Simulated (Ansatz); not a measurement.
**A computed series for YN: pressure series**

Base system: YN in the rock salt structure (space group Fm-3m, No. 225; a = 4.896 Å).

Cell and atoms are relaxed at each pressure.

All numbers come from DFT with r2SCAN, PAW potentials and a 500 eV plane-wave cutoff in Ansatz (a quantum-chemistry and plane-wave program), no spin-orbit coupling.

Candidates:
(a) pressure 9 GPa
(b) pressure −1 GPa
(c) pressure 2.1 GPa

Base values:

| Quantity | Value |
|---|---|
| Smallest direct gap | 0.98 eV |

### Question
Order them by smallest direct gap, lowest first.

### Answer
(a) pressure 9 GPa (0.85 eV), (c) pressure 2.1 GPa (0.95 eV), (b) pressure −1 GPa (1.00 eV)

Load acts through the strain it causes; cell and atoms are relaxed under it. Stability against distortions was not tested. No other phases were tried under pressure.
